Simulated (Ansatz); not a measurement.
Take Mg2Ge in the anti-fluorite structure (space group Fm-3m, No. 225; a = 6.286 Å) as the base. Axes: x, y, z lie along the cube axes.

Computed with LDA (Ansatz, a first-principles code; PAW; 420 eV plane waves; without spin-orbit coupling).

Strains are applied to the cell and any free atomic positions relax; under biaxial strain the out-of-plane vector relaxes too.

One change was made to it. Results:

```csv
quantity,base,after
energy relative to the base (free energy F),0 meV/atom,+10 meV/atom
"pressure (mean of the normal stresses, compression positive)",0.0 GPa,-2.0 GPa
band gap,0.10 eV,zero
volume per atom,20.70 Å³,21.53 Å³
```

### Question
What was done to the base?
A. biaxial strain −0.83 %, plane normal [111], relaxed out of plane
B. biaxial strain +2.50 %, plane normal [111], relaxed out of plane
C. biaxial strain +0.83 %, plane normal [111], relaxed out of plane
D. biaxial strain −2.50 %, plane normal [111], relaxed out of plane

### Answer
B, biaxial strain +2.50 %, plane normal [111], relaxed out of plane. For comparison, the energy relative to the base in the other runs: biaxial strain −0.83 %, plane normal [111], relaxed out of plane gives +1.2 meV/atom; biaxial strain −2.50 %, plane normal [111], relaxed out of plane gives +11 meV/atom; biaxial strain +0.83 %, plane normal [111], relaxed out of plane gives +1.2 meV/atom.

Stability against distortions was not tested. All final runs are without spin polarisation. The zero or small gap of Mg2Ge can change with the level of theory.
